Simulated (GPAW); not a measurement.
A self-consistent single point of Be3Rh (P6_3/mmc, 8 atoms in the cell) with GPAW

Method of the run: LDA (Perdew-Wang 92), GPAW PAW datasets LDA (gpaw-data 1.0.1) (plane waves; GPAW).

Input:

```python
from ase import Atoms
from ase.units import GPa
from gpaw import GPAW

atoms = Atoms(['Be', 'Be', 'Be', 'Be', 'Be', 'Be', 'Rh', 'Rh'],
              cell=[[4.798781, 0.000000, 0.000000],
                    [-2.399391, 4.155866, 0.000000],
                    [0.000000, 0.000000, 3.735509]],
              scaled_positions=[[0.160155, 0.320310, 0.250000],
                                [0.839845, 0.679690, 0.750000],
                                [0.839845, 0.160155, 0.750000],
                                [0.160155, 0.839845, 0.250000],
                                [0.679690, 0.839845, 0.250000],
                                [0.320310, 0.160155, 0.750000],
                                [0.333333, 0.666667, 0.750000],
                                [0.666667, 0.333333, 0.250000]],
              pbc=True)

calc = GPAW(mode={'name': 'pw', 'ecut': 800},
            xc='LDA',
            kpts={'size': (11, 11, 12), 'gamma': True},
            occupations={'name': 'fermi-dirac', 'width': 0.1},
            nbands=-16,
            symmetry={'symmorphic': False, 'tolerance': 0.0005},
            maxiter=120)

atoms.calc = calc

energy = atoms.get_potential_energy()
print('Energy (eV):', round(energy, 6))
forces = atoms.get_forces()
print('Forces (eV/Ang):')
print(forces.round(5))
stress = atoms.get_stress()
print('Stress (GPa, Voigt):', (stress / GPa).round(4))
```

Output (repeated stretches shortened):

```
Input parameters:
  kpts: {gamma: True,
         size: (11, 11, 12)}
  maxiter: 120
  mode: {ecut: 800,
         name: pw}
  nbands: -16
  occupations: {name: fermi-dirac,
                width: 0.1}
  symmetry: {symmorphic: False,
             tolerance: 0.0005}

species:
  Be:
    name: Beryllium
    Z: 4.0
    valence: 2
    core: 2
    charge: 0.0
    file: Be.LDA.gz

    # Using partial waves for Be as LCAO basis

  Rh:
    name: Rhodium
    Z: 45.0
    valence: 15
    core: 30
    charge: 0.0
    file: Rh.LDA.gz

    # Using partial waves for Rh as LCAO basis

Reference energy: -262377.391144  # eV

Spin-paired calculation

Convergence criteria:
 Maximum [total energy] change in last 3 cyles: 0.0005 eV / valence electron
 Maximum integral of absolute [dens]ity change: 0.0001 electrons / valence electron
 Maximum integral of absolute [eigenst]ate change: 4e-08 eV^2 / valence electron
 Maximum number of scf [iter]ations: 120

Symmetries present (total): 24
Symmetries with fractional translations: 12
1452 k-points: 11 x 11 x 12 Monkhorst-Pack grid + [0.000000,0.000000,1/24]
112 k-points in the irreducible part of the Brillouin zone
       k-points in crystal coordinates                weights
   0:     0.00000000    0.00000000   -0.00000000          1/1452
   1:     0.00000000    0.00000000    0.08333333          2/1452
   2:     0.00000000    0.00000000    0.16666667          2/1452
   [... 7 lines left out ...]
          ...
 111:     0.45454545    0.45454545    0.50000000          6/1452

Wave functions: Plane wave expansion
  Cutoff energy: 800.000 eV
  Number of coefficients (min, max): 3761, 3858
  Pulay-stress correction: 0.000000 eV/Ang^3 (de/decut=0.000000)

Occupation numbers: Fermi-Dirac:
  width: 0.1000  # eV

Eigensolver

Densities:
  Coarse grid: 32*32*28 grid
  Fine grid: 64*64*56 grid
  Total Charge: 0.000000

Density mixing:
  Method: separate
  Backend: pulay
  Linear mixing parameter: 0.05
  old densities: 5
  Damping of long wavelength oscillations: 50

Hamiltonian:
  XC and Coulomb potentials evaluated on a 64*64*56 grid
  External potential:
    NoExternalPotential

Number of atoms: 8
Number of atomic orbitals: 48
Number of bands in calculation: 37
Number of valence electrons: 42
Bands to converge: occupied

Density initialized from atomic densities
  37 bands from LCAO basis set

Atomic positions and initial magnetic moments

Positions:
   0 Be    -0.000000    1.331165    0.933877    ( 0.0000,  0.0000,  0.0000)
   1 Be     2.399390    2.824701    2.801632    ( 0.0000,  0.0000,  0.0000)
   2 Be     3.645958    0.665583    2.801632    ( 0.0000,  0.0000,  0.0000)
   3 Be    -1.246568    3.490283    0.933877    ( 0.0000,  0.0000,  0.0000)
   4 Be     1.246567    3.490283    0.933877    ( 0.0000,  0.0000,  0.0000)
   5 Be     1.152823    0.665583    2.801632    ( 0.0000,  0.0000,  0.0000)
   6 Rh    -0.000003    2.770579    2.801632    ( 0.0000,  0.0000,  0.0000)
   7 Rh     2.399393    1.385287    0.933877    ( 0.0000,  0.0000,  0.0000)

Unit cell:
           periodic     x           y           z      points  spacing
  1. axis:    yes    4.798781    0.000000    0.000000    32     0.1299
  2. axis:    yes   -2.399391    4.155866    0.000000    32     0.1299
  3. axis:    yes    0.000000    0.000000    3.735509    28     0.1334

  Lengths:   4.798781   4.798781   3.735509
  Angles:   90.000000  90.000000 120.000007

Effective grid spacing dv^(1/3) = 0.1375

     iter     time        total  log10-change:
                         energy   eigst   dens
iter:   1 --:--:--   -50.108679
iter:   2 --:--:--   -48.350891   -1.43  -1.10
iter:   3 --:--:--   -46.281355   -1.21  -1.23
iter:   4 --:--:--   -46.214062   -2.43  -1.63
iter:   5 --:--:--   -46.135729   -2.57  -1.73
iter:   6 --:--:--   -46.131646   -3.08  -2.14
iter:   7 --:--:--   -46.128308c  -3.07  -2.29
iter:   8 --:--:--   -46.128129c  -3.74  -2.80
iter:   9 --:--:--   -46.128730c  -4.01  -2.93
iter:  10 --:--:--   -46.128830c  -4.47  -3.36
iter:  11 --:--:--   -46.128852c  -4.99  -3.66
iter:  12 --:--:--   -46.128854c  -5.63  -3.64
iter:  13 --:--:--   -46.128784c  -6.59  -3.59
iter:  14 --:--:--   -46.128801c  -6.06  -3.66
iter:  15 --:--:--   -46.128799c  -7.08  -3.92
iter:  16 --:--:--   -46.128789c  -6.87  -3.94
iter:  17 --:--:--   -46.128786c  -6.56  -3.88
iter:  18 --:--:--   -46.128786c  -7.32  -4.38c
iter:  19 --:--:--   -46.128786c  -8.86c -4.51c

Converged after 19 iterations.

Dipole moment: (0.000000, -0.000000, -0.000000) |e|*Ang

Energy contributions relative to reference atoms: (reference = -262377.391144)

Kinetic:        +21.729584
Potential:      -15.904516
External:        +0.000000
XC:             -51.382443
Entropy (-ST):   -0.076744
Local:           -0.533040
SIC:             +0.000000
--------------------------
Free energy:    -46.167158
Extrapolated:   -46.128786

Showing only first 2 kpts
 Kpt  Band  Eigenvalues  Occupancy
  0    19      7.42113    2.00000
  0    20      7.67391    1.99996
  0    21      8.81977    0.69584
  0    22      9.94593    0.00001

  1    19      7.33523    2.00000
  1    20      7.66230    1.99996
  1    21      9.08642    0.07151
  1    22      9.90989    0.00002

Fermi level: 8.75695

No gap
No difference between direct/indirect transitions
Energy (eV): -46.128786

Forces in eV/Ang:
  0 Be   -0.00000    0.06500   -0.00000
  1 Be    0.00000   -0.06500   -0.00000
  2 Be   -0.05629    0.03250   -0.00000
  3 Be    0.05629   -0.03250    0.00000
  4 Be   -0.05629   -0.03250    0.00000
  5 Be    0.05629    0.03250    0.00000
  6 Rh    0.00000   -0.00000    0.00000
  7 Rh    0.00000    0.00000   -0.00000

Stress tensor:
     0.028084     0.000000     0.000000
     0.000000     0.028084     0.000000
     0.000000     0.000000     0.028386
Stress (GPa, Voigt): [4.4995 4.4995 4.548  0.     0.     0.    ]
```

The run converged in 19 iterations. GPAW prints stress with tension positive.

The starting cell comes from a database of computed structures (which also holds hypothetical and non-ambient phases and stackings), without a prior relaxation at this level. Its lattice was rescaled by a random factor within 2.5 % of one. Spin polarisation is off. With a pressure of about -5 GPa the cell is away from its equilibrium volume at this level.

Cost on one core of a shared machine: roughly 3 min.
